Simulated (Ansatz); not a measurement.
## What each level gives and costs: Rb₂AgRhF₆ (Fm-3m, 10 atoms in the cell)

Cell: a = 6.1577 Å, b = 6.1577 Å, c = 6.1577 Å, α = 60.00°, β = 60.00°, γ = 60.00°.

Program: Ansatz (a first-principles code), default PAW files made with PBE; each row names its functional.

Base settings: basis.ecutwfc = 420 eV; kpoints.mp_grid.grid = 3 3 3; hamiltonian.xc = hse06; hamiltonian.pseudopotentials = {kind: paw} (the program's default PAW files); scf.occupations.method = fixed.

Differences are taken from HSE06, a reference of convenience: it is no measurement, and no ranking of the functionals follows.

Core times come from one kind of shared machine and are given to one figure; runs under 30 s give none.

The starting cell comes from a database of computed structures (which also holds hypothetical and non-ambient phases and stackings), without a prior relaxation at this level. Its lattice was rescaled by a random factor within 2.5 % of one. Ansatz's pressure includes its estimate of the finite-basis (Pulay) stress. Another mesh or the band path of this cell gives a smaller gap, so this value is not converged in the mesh.

```
level   gap on the mesh less reference (eV)  pressure less reference (GPa)  largest difference in the force on any atom (eV/Å)  core time / reference (rough)
------  -----------------------------------  -----------------------------  --------------------------------------------------  -----------------------------
PBEsol                               -2.537                          -1.44                                               0.473                              –
PBE0                                  0.792                          -0.06                                               0.001                            0.8
HSE06                                 0.000                           0.00                                               0.000                              1
```

Keys are those of Ansatz 0.2.
